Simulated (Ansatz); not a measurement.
Effect of uniaxial stress, 1 GPa compression along z on ZnS

Take ZnS in the zinc blende structure (space group F-43m, No. 216; a = 5.389 Å) as the base. Axes: x, y, z lie along the cube axes.

Perturbation: uniaxial stress, 1 GPa compression along z; all other stress components relax to zero.

Method: plane-wave PAW DFT at the r2SCAN level (Ansatz, a program for electronic structure, 500 eV), scalar-relativistic without spin-orbit coupling. Γ-centred 11×11×11 mesh, Fermi–Dirac width 0.05 eV.

The volume per atom decreases by 0.087 Å³, from 19.56 Å³ to 19.48 Å³ and the energy grows by 1.1 meV/atom. The band gap falls by 0.037 eV (2.70 eV → 2.67 eV) and the gap character stays direct at Γ. The electron mass is still 0.19 mₑ (at Γ) and the hole mass amounts to 0.22 mₑ along z, 0.66 mₑ across (at Γ). The valence-band top at Γ (three highest levels, from the VBM) goes from 0.00, 0.00, 0.00 eV to 0.00, -0.08, -0.08 eV and the valley order (the lowest conduction-band minima on the path, energy above the VBM, named in the base's zone) goes from Γ 2.70 eV; X along ⟨100⟩ 3.71 eV; L along ⟨111⟩ 3.82 eV to Γ 2.67 eV; X along [001] 3.56 eV; X along [100] 3.69 eV; L along [1-11] 3.77 eV. The strain response (xx, yy, zz) is (+0.66, +0.66, −1.74) %.

Final structure:

```xyz
2
Lattice="0.0000 2.7123 2.6477 2.7123 0.0000 2.6477 2.7123 2.7123 0.0000" Properties=species:S:1:pos:R:3 pbc="T T T"
S      4.0684     4.0684     3.9715
Zn     0.0000     0.0000     0.0000
```

Cost of the whole job for the changed cell (relaxation, final SCF and bands): about 50 core-seconds (a rough figure).

Effective masses come from finite differences of ±0.01 Å⁻¹. Beyond what the load breaks, stability against distortions was not tested. Labels are those of the standard path for the cell's own space group.
